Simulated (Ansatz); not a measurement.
Take SnTe in the rock salt structure (space group Fm-3m, No. 225; a = 6.409 Å) as the base.

(Cell as relaxed with PBE.)

Levels (all Ansatz, a first-principles code, PAW, earlier PAW set): PBE (420 eV, scalar-relativistic without spin-orbit coupling); r2SCAN (500 eV, no SOC).

Each level relaxes its own structure.

```tsv
base	PBE	r2SCAN
volume per atom	32.91 Å³	32.33 Å³
lattice parameter a	6.409 Å	6.371 Å
band gap	0.05 eV	0.13 eV
```

It is then changed as follows: cell and atoms relaxed at a pressure of 30 GPa.

```json
[
 {"quantity": "shortest interatomic distance", "PBE": "2.855 Å", "r2SCAN": "?"},
 {"quantity": "band gap", "PBE": "zero", "r2SCAN": "?"}
]
```

**Question.** Given the PBE results, estimate those of r2SCAN.

**Answer.** 
- shortest interatomic distance, r2SCAN: 2.851 Å
- band gap, r2SCAN: zero

PBE's shortest interatomic distance lies 0.004 Å above r2SCAN's (0.1 %); the two agree on the band gap. Neither level is exact; r2SCAN is the comparison here, not a measurement.

Spin-orbit coupling, missing from the scalar runs, can matter with Te. Load acts through the strain it causes; cell and atoms are relaxed under it. Whether these cells are dynamically stable was not tested. Competing high-pressure phases were not computed. The final runs are not spin-polarised. The zero or small gap of SnTe can change with the level of theory.
